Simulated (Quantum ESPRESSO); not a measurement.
Checking a run of Quantum ESPRESSO on YCo12B6 (R-3m, 19 atoms in the cell). The aim is a self-consistent single point with DFT, PBEsol, plane waves, PSlibrary ultrasoft (PBE) pseudopotentials.

Cell that was meant: a = 6.0378 Å, b = 6.0378 Å, c = 6.0378 Å, α = 104.08°, β = 104.08°, γ = 104.08°.

Part of the input:

```fortran
B     10.8100  B.pbe-n-rrkjus_psl.1.0.0.UPF
ATOMIC_POSITIONS alat
Y     0.000000000    0.000000000    0.000000000
Co    0.289570847    0.501551419    0.620548799
Co   -0.289570847   -0.501551419    0.620548799
Co   -0.579141694    0.000000000    0.620548799
Co    0.579141694    0.000000000    0.620548799
Co    0.289570847   -0.501551419    0.620548799
Co   -0.289570847    0.501551419    0.620548799
Co    0.214475753    0.123827634    0.785714067
Co   -0.214475753   -0.123827634    0.455383530
Co   -0.214475753    0.123827634    0.785714067
Co    0.214475753   -0.123827634    0.455383530
Co    0.000000000   -0.247655267    0.785714067
Co    0.000000000    0.247655267    0.455383530
B    -0.352669807   -0.203614008    0.769492921
B     0.352669807    0.203614008    0.471604676
B     0.352669807   -0.203614008    0.769492921
B    -0.352669807    0.203614008    0.471604676
B     0.000000000    0.407228015    0.769492921
B     0.000000000   -0.407228015    0.471604676
K_POINTS automatic
3 3 3  0 0 0
CELL_PARAMETERS bohr
   4.760424719     2.748432493     2.497819204
  -4.760424719     2.748432493     2.497819204
   0.000000000    -5.496864986     2.497819204
```

Log, with long lists cut:

```
     file Y.pbe-spn-rrkjus_psl.1.0.0.UPF: wavefunction(s)  4S renormalized
   [... lines left out ...]
        k(    4) = (  -0.2113875   0.3661339  -0.0000000), wk =   0.2222222
        k(    5) = (   0.0000000   0.0000000   0.8057384), wk =   0.0740741
        k(    6) = (   0.0000000   0.4881786   0.2685795), wk =   0.2222222

     Dense  grid:    21621 G-vectors     FFT dimensions: (  36,  36,  36)

     Smooth grid:     9413 G-vectors     FFT dimensions: (  27,  27,  27)

     Initial potential from superposition of free atoms

     starting charge     136.9910, renormalised to     137.0000
     Self-consistent Calculation

     iteration #  1     ecut=    50.00 Ry     beta= 0.30

     total energy              =    -887.89474466 Ry
     estimated scf accuracy    <      26.51489155 Ry

     total magnetization       =     1.74 Bohr mag/cell
     absolute magnetization    =     1.78 Bohr mag/cell

     iteration #  2     ecut=    50.00 Ry     beta= 0.30

     total energy              =    -888.54045087 Ry
     estimated scf accuracy    <       5.35185758 Ry

     total magnetization       =     1.60 Bohr mag/cell
     absolute magnetization    =     1.61 Bohr mag/cell

   [... lines left out ...]
     atom  10 (R=0.140)  charge=  5.3281  magn=  0.0095
     atom  11 (R=0.140)  charge=  5.3281  magn=  0.0095
     atom  12 (R=0.140)  charge=  5.3281  magn=  0.0095
     atom  13 (R=0.140)  charge=  5.3281  magn=  0.0095
     atom  14 (R=0.140)  charge=  1.6329  magn=  0.0023
     atom  15 (R=0.140)  charge=  1.6329  magn=  0.0023
     atom  16 (R=0.140)  charge=  1.6329  magn=  0.0023
     atom  17 (R=0.140)  charge=  1.6329  magn=  0.0023
     atom  18 (R=0.140)  charge=  1.6329  magn=  0.0023
     atom  19 (R=0.140)  charge=  1.6329  magn=  0.0023
     End of self-consistent calculation

     the Fermi energy is   103.6189 ev

!    total energy              =    -889.09184107 Ry
     estimated scf accuracy    <          4.3E-11 Ry
     smearing contrib. (-TS)   =       0.00004606 Ry
     internal energy E=F+TS    =    -889.09188713 Ry

     total magnetization       =     0.27 Bohr mag/cell
     absolute magnetization    =     0.27 Bohr mag/cell

     convergence has been achieved in  16 iterations

     Forces acting on atoms (cartesian axes, Ry/au):

     atom    1 type  1   force =     0.00000000    0.00000000    0.00000000
     atom    2 type  2   force =     0.48286281    0.83634292    0.00000000
     atom    3 type  2   force =    -0.48286281   -0.83634292    0.00000000
   [... lines left out ...]

     Total force =     6.597911     Total SCF correction =     0.000033

          total   stress  (Ry/bohr**3)                   (kbar)     P=   166583.79
   1.11282485  -0.00000000  -0.00000000       163702.19       -0.00       -0.00
   0.00000000   1.11282485  -0.00000000            0.00   163702.19       -0.00
   0.00000000  -0.00000000   1.17159099            0.00       -0.00   172346.99

   JOB DONE.
```

Can these results be used? Check the input.

The run is not sound. The fault is this: cell lengths typed in angstrom where bohr is read. 1 bohr is 0.529 Å, so a mix-up scales every length by 1.89 or 0.529 and the volume by 6.75 or 0.148. To fix it, give the lengths in the unit that the key or card expects. The run converged in 16 iterations without an error; against the sound input the free energy rises by 102 eV/atom, the pressure goes from -17.03 to 16660 GPa, the largest force goes from 0.266 to 55.22 eV/Å and the size of the net moment goes from 0.38 to 0.01 μB/atom.

An input that runs soundly differs in these lines (not the only fix; some lines may just follow from the change or write a value another way):
```diff
-   4.760424719     2.748432493     2.497819204
-  -4.760424719     2.748432493     2.497819204
-   0.000000000    -5.496864986     2.497819204
+   8.995898960     5.193784686     4.720193819
+  -8.995898960     5.193784686     4.720193819
+   0.000000000   -10.387569372     4.720193819
```

With that input, the run converged in 27 iterations: free energy E − TS -14032.0006 eV; Fermi level (on the code's own zero) 12.85 eV; pressure -17.03 GPa; largest force (vector length) 0.266 eV/Å; size of the cell's spin moment 7.27 μB (DFT, PBEsol, plane waves, PSlibrary ultrasoft (PBE) pseudopotentials).

On the sound input: the starting cell comes from a database of computed structures (which also holds hypothetical and non-ambient phases and stackings), without a prior relaxation at this level. Its lattice was rescaled by a random factor within 2.5 % of one. The magnetic order is the one reached from the typed start; others were not searched systematically. With a pressure of about -17 GPa the cell is away from its equilibrium volume at this level. Without a gap this mesh is coarse (it stands for a supercell whose shortest vector is 18 Å).
